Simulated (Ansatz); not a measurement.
Take La₂O₃ (space group P-3m1, No. 164; a = 3.906 Å, c = 6.040 Å) as the base.

Levels (all Ansatz, an electronic-structure program, PAW): PBEsol (420 eV, scalar-relativistic without spin-orbit coupling); r2SCAN (500 eV, no spin-orbit coupling); HSE06 (420 eV, scalar-relativistic without spin-orbit coupling).

At the geometry relaxed with PBEsol, these levels gave the following band gaps, in shuffled order: (a) 4.23 eV, (b) 5.30 eV, (c) 3.77 eV.

Task: Match each gap to its level.

Result: (a) r2SCAN; (b) HSE06; (c) PBEsol.

Single points use the geometry relaxed with PBEsol. The hybrid gap comes from the SCF mesh plus the semilocal run's edge points and a few special points and is an upper bound. Stability against distortions was not tested.
